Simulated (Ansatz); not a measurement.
System: Re-vacancy pair (Re on one host Ru site, one Ru site vacant) in hcp Ru (neutral cell). The step: Re and the vacancy change places (Re-vacancy distance between ideal sites 2.72 Å throughout); the atom moves 2.75 Å along (-1.01, 0.00, 0.00) of the unit cell; the moving atom starts with neighbours 6 Ru at 2.66, Ru at 2.69, 2 Ru at 2.72, 2 Ru at 2.73 Å and ends with 6 Ru at 2.66, Ru at 2.69, 2 Ru at 2.72, 2 Ru at 2.73 Å. DFT values are from Ansatz (plane-wave PAW, 420 eV unless said) in a cell of 36 host sites, spin-restricted, static, with no finite-size correction. Forms of the defect that were not tried may lie lower. The order of the sites in energy changes with the mesh. For the PBE band: the saddle point's order was not checked, and it lies on a symmetry element of the cell, where a band can be held.

```
Level                                                                                   Forward barrier (eV)  Cost of the band or of the saddle's single point
--------------------------------------------------------------------------------------  --------------------  ------------------------------------------------
CHGNet universal potential (has no charge state), its own band                                          0.82                                                 -
PBE, a 2×2×2 k-point mesh shifted by half a step along c, band relaxed                                  2.74                      very roughly 40 core-minutes
PBE, a 4×4×4 k-point mesh shifted by half a step along c, same geometries                               2.52                     around 9 core-minutes (rough)
r2SCAN at 500 eV, a 2×2×2 k-point mesh shifted by half a step along c, same geometries                  2.82                       very roughly 3 core-minutes
```

Ansatz is an electronic-structure program.
